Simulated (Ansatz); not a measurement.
CdTe (F-43m): ε∞ = 9.280, static ε₀ = 11.89, effective LO energy 20.8 meV, hole mass 0.570 mₑ (band masses from r2SCAN with spin-orbit coupling, rigid bands in Ansatz, a first-principles code, cell and atoms relaxed with r2SCAN; dielectric constants and zone-centre modes from LDA (Ansatz) on its own relaxed cell).

Question: Work out the Fröhlich coupling α = (1/ε∞ − 1/ε₀) √(m Ry/ħω_LO) and what it means for transport at 300 K.

Answer: 1/ε∞ − 1/ε₀ = 0.0236 and √(m × 13.606 eV/ħω) = 19.3, so α = 0.456; in weak coupling the polaron mass is about m(1 + α/6). By the iterated Boltzmann equation for weak coupling, the polar-phonon-limited mobility is 160 cm²/(V·s) at 300 K (250 at 200 K, 129 at 400 K).

Model: isotropic Fröhlich coupling of one parabolic band to one effective longitudinal optical (LO) phonon, from the dielectric constants and phonon modes at the zone centre, chosen so that α equals the sum over the polar modes. Acoustic, nonpolar, intervalley and impurity scattering are left out, and they lower the mobility further; with several valleys or bands the averaged mass is a rough stand-in. Semilocal functionals tend to overestimate ε∞, which makes α low and the mobility high.
